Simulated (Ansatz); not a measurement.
Habitual settings against a tight run: Y2NiRu3 (R-3m, 6 atoms in the cell)

Self-consistent single point.

```
Y2NiRu3
1.0
    2.63973     1.52405     4.38790
   -2.63973     1.52405     4.38790
    0.00000    -3.04810     4.38790
Y Ni Ru
2 1 3
Direct
  0.12304   0.12304   0.12304
  0.87696   0.87696   0.87696
  0.50000   0.50000   0.50000
  0.00000   0.50000   0.50000
  0.50000   0.00000   0.50000
  0.50000   0.50000   0.00000
```

Method: PBEsol, PAW files made with PBE (plane waves; Ansatz, an electronic-structure program).

Base settings: basis.ecutwfc = 420 eV; kpoints.mp_grid.grid = 6 6 6; hamiltonian.xc = pbesol; hamiltonian.pseudopotentials = {kind: paw} (the program's default PAW files); scf.occupations.method = fermi_dirac; scf.occupations.width = 0.1 eV.

Tight run (finer mesh or higher cutoff; not a proven limit): basis.ecutwfc: 420 eV → 590 eV; kpoints.mp_grid.grid: 6 6 6 → 9 9 9; scf.convergence.dr2_threshold: default (1e-07 eV) → 1e-09 eV. It gave Fermi level (on the code's own zero) 16.37 eV; pressure -9.05 GPa; largest force (vector length) 0.021 eV/Å.

Quick runs, as changes from the base:
- A: the base itself
- B: basis.ecutwfc: 420 eV → 210 eV; kpoints.mp_grid.grid: 6 6 6 → 2 2 2; hamiltonian.xc: pbesol → lda; kpoints.mp_grid.shift: default → 0.5 0.5 0.5; scf.convergence.dr2_threshold: default (1e-07 eV) → 0.0001 eV [LDA (PW92)]
- C: basis.ecutwfc: 420 eV → 250 eV; kpoints.mp_grid.grid: 6 6 6 → 1 1 1; hamiltonian.xc: pbesol → lda; kpoints.mp_grid.shift: default → 0.5 0.5 0.5 [LDA (PW92)]
- D: basis.ecutwfc: 420 eV → 295 eV; kpoints.mp_grid.grid: 6 6 6 → 4 4 4; kpoints.mp_grid.shift: default → 0.5 0.5 0.5
- E: basis.ecutwfc: 420 eV → 250 eV
- F: basis.ecutwfc: 420 eV → 335 eV; kpoints.mp_grid.shift: default → 0.5 0.5 0.5

Energies are extrapolated to zero smearing width, which holds to low order in the width alone.

Dashes: energy of B, C, another energy zero.

† marks runs with another functional, U, potentials or spin treatment: their distance from the tight run is not a convergence error alone.

The count of work is k-points × plane waves × bands × iterations; it is no time. 

Pressures in the table are Ansatz's without its Pulay estimate, at a fixed set of plane waves; the tight run's value above holds the estimate.

The starting cell comes from a database of computed structures (which also holds hypothetical and non-ambient phases and stackings), without a prior relaxation at this level. Its lattice was rescaled by a random factor within 2.5 % of one. Spin polarisation is off. In the base run, with a pressure of about -9 GPa the cell is away from its equilibrium volume at this level.

```
run  energy less tight (meV/atom)  pressure less tight (GPa)  largest miss in a force vector (eV/Å)  count of work / tight
---  ----------------------------  -------------------------  -------------------------------------  ---------------------
A                            -0.1                      -0.05                                  0.003                   0.19
B†                              –                    -196.17                                  0.199                 0.0038
C†                              –                     -59.18                                  0.309                 0.0032
D                           176.8                     -11.72                                  0.059                  0.032
E                          1018.4                     -55.66                                  0.052                  0.086
F                            23.9                      -2.25                                  0.004                   0.12
```

Among the runs at the tight run's level, the energy misses run from 0.1 to 1018.4 meV/atom.

Keys are those of Ansatz 0.2.
